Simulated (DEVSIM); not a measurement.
Structure: Schottky contact on n-type Si, at 300 K.

Layer 1 from the left is Si, thickness (μm) 1.60, Nd (cm⁻³) 2.7e17, τn (s) 1.2e-7, τp (s) 1.2e-7. Layer 2 from the left is Si, thickness (μm) 2.70, Nd (cm⁻³) 2.6e18, τn (s) 1.2e-7, τp (s) 1.2e-7.

Left contact: Schottky, work function 4.81 eV, emission velocity 1.1e7 cm/s. Right contact: ohmic. Voltage is applied to the left contact. Recombination: SRH at mid-gap, radiative, Auger. Mobility is μmin + (μ − μmin)/(1 + (N/Nref)^α).

Constants are typed, rounded textbook-type inputs, not results; the design itself was drawn at random and stands for no fabricated device. Values at 300 K.

Si: gap (eV) 1.124, affinity (eV) 4.05, permittivity 11.7, Nc (cm⁻³) 2.86e19, Nv (cm⁻³) 3.1e19, μn (cm²/Vs) 1417, μp (cm²/Vs) 470, μn,min 52, μp,min 45, Nref,n 9.7e16, Nref,p 2.2e17, αn 0.68, αp 0.72, B (cm³/s) 4.7e-15, Cn (cm⁶/s) 2.8e-31, Cp (cm⁶/s) 9.9e-32.

Model (solved in DEVSIM): 1D drift-diffusion, Boltzmann statistics, complete ionisation; no tunnelling, impact ionisation, image-force lowering or self-heating. Metal contacts follow the ideal Schottky-Mott rule: no Fermi-level pinning, no interface dipoles.

Dark forward current:

```tsv
|V| (V)	|J| (A/cm²)
0.05	4.621e-5
0.10	0.0003642
0.15	0.002551
0.20	0.01758
0.25	0.1207
0.30	0.8268
0.35	5.637
0.40	37.82
0.45	235.2
0.50	1100
0.55	3144
```

Problem. Work out the local ideality factor n = ΔV / (kT/q · ln(J2/J1)) between the rows 0.15 and 0.20 V, 0.50 and 0.55 V.

Solution. kT/q = 25.85 mV. From 0.15 to 0.20 V: ln(0.01758/0.002551) = 1.930, n = 1.00, near the 1 of diffusion or emission over a barrier. From 0.50 to 0.55 V: ln(3144/1100) = 1.050, n = 1.84; the layers' resistance at their doping, Σ W/(qμN) = 1.1e-5 Ω cm², would take 22 mV of this step of 50 mV.

Problem. Estimate the current at 0.30 V for emission alone, J0 = q v N_band exp(−φB/kT), and read the barrier back from the simulated current.

Solution. φB = 0.760 eV, N_band = 2.86e19 cm⁻³, J0 = 8.59e-6 A/cm²; J = J0 (exp(qV/kT) − 1) = 0.942 A/cm². The simulation gives 0.827 A/cm²; the estimate lies 14 % above. Read backwards, the simulated current gives an apparent barrier of 0.763 eV. The estimate leaves out transport through the depletion region and minority injection.
